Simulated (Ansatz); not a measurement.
A user runs Ansatz (a first-principles code) on ZnIn2O4 (Fd-3m, 14 atoms in the cell) and asks whether the run is sound. The aim is a self-consistent single point with DFT, LDA (PW92), plane waves, default PAW files made with PBE.

Cell that was meant: a = 6.1273 Å, b = 6.1273 Å, c = 6.1273 Å, α = 60.00°, β = 60.00°, γ = 60.00°.

Part of the input:

Ansatz 0.2 input:
```yaml
    - { symbol: O, position_ang: [7.68959254, 5.30836646, 5.30836646] }
    - { symbol: O, position_ang: [5.30836646, 7.68959254, 5.30836646] }
    - { symbol: O, position_ang: [5.30836646, 5.30836646, 7.68959254] }
total_charge: -1.0
kpoints:
  mp_grid: { grid: [7, 7, 7] }
hamiltonian:
```

Log, with long lists cut:

```
WARN basis.ecutwfc = 420 eV, the default
WARN ansatz: RAYON_NUM_THREADS=1 ignored (pool sized by the plan → 1); use --threads N
   [... lines left out ...]
PAW frozen core: O, regenerated for the run's functional, and the local potential with it
Initial density: superposition of atomic densities (neutral atoms scaled as one to the charged cell's electrons …
Initial wavefunctions: pseudopotential atomic-orbital guess
Eigensolver: davidson
Functional: x = slater, c = lda
SCF iter   1: F=—  HF=-32751.645090 eV  |F-HF|=—  |Δ(HF+E_count)|=         —  Δρ=4.58e-2  dr2=2.54e0  ethr=1.77e-3  ⟨swp⟩=6.2  Hψ=6608  notcnv=0
all-band conjugate gradients solve this SCF's bands
preconditioner: auto → Kerker (q_TF=auto, 2.611 Å⁻¹)
SCF iter   2: F=—  HF=-32750.880931 eV  |F-HF|=—  |Δ(HF+E_count)|=   7.64e-1  S|Δr|=    0.00e0  Δρ=1.34e-2  dr2=4.16e-1  ethr=1.77e-3  ⟨swp⟩=2.0  Hψ=2606  notcnv=0  defer=123
   [... lines left out ...]
SCF iter   7: F=—  HF=-32750.707823 eV  |F-HF|=—  |Δ(HF+E_count)|=   5.34e-6  S|Δr|=    0.00e0  Δρ=1.04e-4  dr2=1.37e-5  ethr=1.74e-7  ⟨swp⟩=2.0  Hψ=2041  notcnv=0  defer=121
SCF iter   8: F=—  HF=-32750.707939 eV  |F-HF|=—  |Δ(HF+E_count)|=   1.16e-4  S|Δr|=    0.00e0  Δρ=1.73e-5  dr2=3.90e-7  ethr=1.09e-8  ⟨swp⟩=2.0  Hψ=1876  notcnv=0  defer=121
SCF iter   9: F=-32750.707939 eV  HF=-32750.707939 eV  |F-HF|=5.20e-9  |Δ(HF+E_count)|=   2.00e-7  S|Δr|=    0.00e0  Δρ=3.47e-6  dr2=1.65e-8  ethr=8.00e-11  ⟨swp⟩=10.7  Hψ=7205  notcnv=0
SCF 1 converged in 9 iterations: F = -32750.707939 eV  dr2 = 1.65e-8
Stability not checked (fill_not_monotonic)
Free energy (F): -32750.707939 eV
Internal energy: -32750.709978 eV  (E = F + TS)
E sigma→0 (E₀):  -32750.708449 eV
Entropy (-TS):   0.002039 eV (0.146 meV/atom)
Fermi energy:    13.456107 eV
--- Forces (eV/Å), atoms counted from 1 ---
  atom   1  In    -0.00000000     0.00000000    -0.00000000
  atom   2  In    -0.00000000     0.00000000    -0.00000000
  atom   3  In    -0.00000000     0.00000000     0.00000000
   [... lines left out ...]
  atom  14  O      1.56214010     1.56214010    -1.56214010
--- Stress (GPa, compression-positive) ---
       22.729406       0.000000      -0.000000
       -0.000000      22.729406      -0.000000
        0.000000       0.000000      22.729406
  P = ⅓ Tr σ = 22.7294 GPa (227.294 kbar)
  The stress holds the Pulay correction. Without it, at fixed plane waves, as pw.x and ABINIT print it: P = 21.7889 GPa
```

Q: Is anything amiss in this input, and did it matter?

A: The run is not sound. The fault is an unintended net charge. A charged periodic cell changes the electron count and is neutralised by a uniform background, so energy, forces and pressure belong to another system. To fix it, remove the charge. The run converged in 9 iterations without an error; against the sound input the pressure goes from 19.09 to 22.73 GPa, the largest force goes from 2.901 to 2.706 eV/Å and no clean gap remains on the mesh (levels overlap or are partly filled), against 1.73 eV before.

The sound input it was made from differs as follows (other fixes are possible):
```diff
-total_charge: -1.0
```

With that input, the run converged in 8 iterations: free energy E − TS (on the zero of these files) -32763.3090 eV; gap on the k-point mesh 1.73 eV; pressure 19.09 GPa; largest force (vector length) 2.901 eV/Å (DFT, LDA (PW92), plane waves, default PAW files made with PBE).

On the sound input: the starting cell was generated: these elements placed on a structure prototype, without a prior relaxation; it need not be a known phase or ordering of this composition. With a pressure of about 19 GPa the cell is away from its equilibrium volume at this level. Forces in this geometry exceed 1 eV/Å. Ansatz's pressure includes its estimate of the finite-basis (Pulay) stress. Without the estimate this run gives 18.14 GPa.
